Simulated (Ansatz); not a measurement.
# Short convergence ladders for CsCdCl3 (P4mm, 5 atoms in the cell)

```yaml
crystal:
  lattice:
    - [5.28019, 0.00000, 0.00000]
    - [0.00000, 5.28019, 0.00000]
    - [0.00000, 0.00000, 5.28019]
  atoms:
    - { symbol: Cs, position: [0.00000, 0.00000, 0.00947] }
    - { symbol: Cd, position: [0.50000, 0.50000, 0.50000] }
    - { symbol: Cl, position: [0.00000, 0.50000, 0.50000] }
    - { symbol: Cl, position: [0.50000, 0.00000, 0.50000] }
    - { symbol: Cl, position: [0.50000, 0.50000, 0.00000] }
```

Base method: LDA (PW92), default PAW files made with PBE (plane waves; Ansatz, a first-principles code).

Base settings: basis.ecutwfc = 30.9 Ry; kpoints.mp_grid.grid = 5 5 5; hamiltonian.xc = lda; hamiltonian.pseudopotentials = {kind: paw} (the program's default PAW files); scf.occupations.method = fixed.

The count of work is k-points × plane waves × bands × iterations; it is no time. 

**The cutoff for other potential files**

Level: DFT, LDA (PW92), plane waves, harder PAW files (source: ansatz) made with PBE.

In this ladder: hamiltonian.pseudopotentials = {kind: paw, source: ansatz}.

The second cell is the first with its lattice scaled by 0.98.

The mesh stays at the base's, so the ladder's end is converged at best in this setting alone.

The first pressure column holds Ansatz's estimate of the finite-basis (Pulay) stress, which hides part of the cutoff error; the other is without it.

Only quantities that move along the ladder and can be compared are tabulated.

| basis.ecutwfc | free energy less the last step's (meV/atom) | energy of the compressed cell less the first (meV/atom) | pressure (GPa) | pressure without the Pulay estimate (GPa) | gap on the mesh (eV) | count of work / last |
|---|---|---|---|---|---|---|
| 21.7 Ry | 924.37 | -23.06 | -3.50 | -34.40 | 1.600 | 0.11 |
| 26.8 Ry | 91.57 | -25.70 | -3.21 | -7.51 | 1.586 | 0.15 |
| 33.8 Ry | 4.63 | -25.51 | -3.23 | -3.36 | 1.571 | 0.23 |
| 41.2 Ry | 2.05 | -25.59 | -3.23 | -3.26 | 1.569 | 0.27 |
| 48.5 Ry | 1.09 | -25.60 | -3.23 | -3.25 | 1.568 | 0.40 |
| 58.1 Ry | 0.42 | -25.60 | -3.23 | -3.24 | 1.568 | 0.52 |
| 72.8 Ry | 0.13 | -25.60 | -3.23 | -3.23 | 1.568 | 0.73 |
| 97 Ry | 0.00 | -25.60 | -3.23 | -3.23 | 1.568 | 1.0 |

Coarsest basis.ecutwfc that holds the pressure within 0.2 GPa of the last step, with all finer ones: 26.8 Ry, at 0.15 of the last step's count of work; the step before is off by 0.27 GPa.

Coarsest basis.ecutwfc that holds the energy of the compressed cell less the first within 2 meV/atom of the last step, with all finer ones: 26.8 Ry, at 0.15 of the last step's count of work; the step before is off by 2.5 meV/atom.

Coarsest basis.ecutwfc that holds the pressure without the Pulay estimate within 0.1 GPa of the last step, with all finer ones: 41.2 Ry, at 0.27 of the last step's count of work; the step before is off by 0.13 GPa.

The energy difference between the two cells stays within 1 meV/atom of the last step's from 26.8 Ry on, the total only from 58.1 Ry on: much of the error is common to both cells and cancels.

At the lowest cutoff the pressure without the Pulay estimate lies 31.2 GPa under the last step's, the usual sign of Pulay stress in an incomplete plane-wave basis.

**The relaxed cell against the cutoff**

On CsCdCl3 (Pm-3m, 5 atoms in the cell): atoms on their sites.

In this ladder: relax = cell and atoms.

The mesh stays at the base's, so the ladder's end is converged at best in this setting alone.

Only quantities that move along the ladder and can be compared are tabulated.

| basis.ecutwfc | relaxed volume (Å³/atom) | relaxation steps |
|---|---|---|
| 15.4 Ry | 26.653 | 35 |
| 18.4 Ry | 26.908 | 18 |
| 21.7 Ry | 26.755 | 10 |
| 26.1 Ry | 26.737 | 7 |
| 30.9 Ry | 26.740 | 5 |
| 37.1 Ry | 26.740 | 5 |
| 46.3 Ry | 26.740 | 5 |
| 61.7 Ry | 26.740 | 5 |

Coarsest basis.ecutwfc that holds the relaxed volume within 0.134 Å³/atom of the last step, with all finer ones: 21.7 Ry; the step before is off by 0.17 Å³/atom.

At the lowest cutoff the cell relaxes to a volume 0.3 % smaller than at the highest. Ansatz relaxes on a stress corrected for the finite basis.

On the base run: the starting cell comes from a database of computed structures (which also holds hypothetical and non-ambient phases and stackings), without a prior relaxation at this level. Its lattice was rescaled by up to half a per cent. One atom was moved a little off its site on purpose.

Keys are those of Ansatz 0.2.
